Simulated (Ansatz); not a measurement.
Base system: ZrC in the rock salt structure (space group Fm-3m, No. 225).

```
CELL_PARAMETERS angstrom
      0.00000     2.33447     2.33447
      2.33447     0.00000     2.33447
      2.33447     2.33447     0.00000
ATOMIC_POSITIONS crystal
  C  0.00000 0.00000 0.00000
  Zr 0.50000 0.50000 0.50000
```

Cartesian axes are those of the cell as printed.

Level of theory: PBEsol in Ansatz (plane waves to 420 eV, PAW, no spin-orbit coupling).

Base values:

The band gap comes out as zero.

Modification: a free-standing slab of 5 layers (10 atoms, 2 a layer) is cut normal to the z axis, with 15 Å of vacuum and the in-plane cell held at bulk.

**Question.** How does this affect the excess energy per area of both faces, change of the spacing d12 from its bulk value of 2.334 Å, change of the spacing d23 from its bulk value of 2.334 Å and band gap?

**Answer.** The excess energy per area of both faces (slab less bulk energy over the cell's area: twice a surface energy) is 3.7 J/m² (uncertain by up to 0.1 J/m²); the change of the spacing d12 from its bulk value of 2.334 Å amounts to -2.1 %; the change of the spacing d23 from its bulk value of 2.334 Å is +0.1 %; the band gap remains zero.

Slab and bulk use different k-meshes, which limits the precision of the excess energy. Whether these cells are dynamically stable was not tested. The final runs are not spin-polarised.

Ansatz is a quantum-chemistry and plane-wave program.
